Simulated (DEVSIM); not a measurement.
System: Schottky contact on n-type Ge, at 300 K.

| layer (left to right) | material | thickness (μm) | Nd (cm⁻³) | τn (s) | τp (s) |
|---|---|---|---|---|---|
| 1 | Ge | 4.30 | 3.4e15 | 2.4e-7 | 2.4e-7 |

Left contact: Schottky, work function 4.5 eV, emission velocity 7.7e6 cm/s. Right contact: ohmic. Voltage is applied to the left contact. Recombination: SRH at mid-gap, radiative, Auger. Mobility is μmin + (μ − μmin)/(1 + (N/Nref)^α).

The device is made up for the run: typed textbook-type constants, with dimensions and the other settings drawn at random. Values at 300 K; Nc and Nv go as T^1.5, mobilities as T to minus their exponent, the gap by Varshni's rule with the affinity fixed.

```tsv
parameter	Ge
gap (eV)	0.664
affinity (eV)	4
permittivity	16
Nc (cm⁻³)	1.04e19
Nv (cm⁻³)	6e18
μn (cm²/Vs)	3900
μp (cm²/Vs)	1900
μn,min	150
μp,min	100
Nref,n	2.6e17
Nref,p	4e17
αn	0.56
αp	0.6
T exponent of μn	1.66
T exponent of μp	2.33
B (cm³/s)	6.4e-14
Cn (cm⁶/s)	1e-31
Cp (cm⁶/s)	1e-31
Varshni α (eV/K)	0.000477
Varshni β (K)	235
```

DEVSIM, 1D drift-diffusion, Boltzmann statistics, complete ionisation; no tunnelling, impact ionisation, image-force lowering or self-heating. Metal contacts follow the ideal Schottky-Mott rule: no Fermi-level pinning, no interface dipoles.

The temperature was swept, all else fixed.

```
temperature (K)  potential step across the device at zero bias (V)  largest field in the device at zero bias (V/cm)
---------------  -------------------------------------------------  -----------------------------------------------
250                                                          0.333                                            16000
300                                                          0.293                                            16000
350                                                          0.251                                            24000
400                                                          0.213                                            44000
450                                                          0.198                                            78000
500                                                          0.201                                           130000
```

From the first row to the last the potential step across the device at zero bias goes from 0.333 to 0.201. From the first row to the last the largest field in the device at zero bias goes from 16000 to 130000.
